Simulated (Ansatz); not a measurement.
Rock-salt CsH, treated with r²SCAN (Ansatz, a quantum-chemistry and plane-wave program, PAW).

Run with plane-wave cutoff 560 eV, 10×10×10 k mesh, Fermi–Dirac smearing 0.01 eV, scalar-relativistic PAW data made under PBE.

Cell (relaxed at this level):

```xyz
2
Lattice="0.0000 3.1913 3.1913 3.1913 0.0000 3.1913 3.1913 3.1913 0.0000" Properties=species:S:1:pos:R:3 pbc="T T T"
Cs     0.0000     0.0000     0.0000
H      3.1913     3.1913     3.1913
```

Give the computed band gap and direct gap at Γ.


* **band gap**: 2.68 eV (on the SCF k mesh)
* **direct gap at Γ**: 7.33 eV

Spin–orbit coupling is not included.

The computed numbers hold no vibrational or temperature effects.
